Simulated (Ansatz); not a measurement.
Hops of point defects in corundum, each between lowest sites run for its defect: PBE bands (Ansatz, a first-principles code, plane waves to 420 eV, PAW, climbing-image NEB) beside the CHGNet universal potential on its own band (it has no charge state). Static nuclei, no finite-size correction. The rows are a random draw from the bands that converged and passed our checks of state and shape. Saddle orders were checked for a part of the study's bands only and are not shown. Vacancies start on their lattice site; split forms were not set up. Charge states are imposed.

| Row | Defect | Route | Hop (Å) | Cell and PBE mesh | CHGNet k-points | PBE barrier x (eV) | CHGNet barrier y (eV) |
|---|---|---|---|---|---|---|---|
| 1 | O vacancy, charge +2 | a nearby O jumps into the vacancy | 2.88 | 120 sites, Γ | none | 2.63 | 2.23 |
| 2 | interstitial Li, charge +1 | Li moves farthest | 3.53 | 120 sites, Γ | none | 2.40 | 2.23 |
| 3 | interstitial Na, charge +1 | Na moves farthest | 3.53 | 120 sites, Γ | none | 4.36 | 3.41 |
| 4 | Al vacancy, charge -3 | a nearby Al jumps into the vacancy | 2.43 | 120 sites, Γ | none | 1.49 | 1.23 |
| 5 | interstitial F, charge -1 | F moves farthest | 3.53 | 120 sites, Γ | none | 2.23 | 1.69 |
| 6 | interstitial Ca, charge +2 | Ca moves farthest | 1.95 | 120 sites, Γ | none | 1.13 | 0.35 |
| 7 | O vacancy, charge +2 | a nearby O jumps into the vacancy | 2.58 | 120 sites, Γ | none | 1.77 | ? |

Q: Fit a straight line y = a x + b to rows 1 to 6, predict row 7, and compare with the computed value.

A: Means: x̄ = 2.373, ȳ = 1.857 eV. Sums: Sxx = 6.360, Sxy = 5.642 eV². So a = Sxy/Sxx = 0.887 and b = ȳ − a x̄ = -0.248 eV, with a scatter of 0.31 eV about the line. Row 7: 0.887 × 1.77 − 0.248 ≈ 1.32 eV. The computed CHGNet value is 1.54 eV, +0.22 eV from the line, within the scatter. The line only summarises these rows of one host.
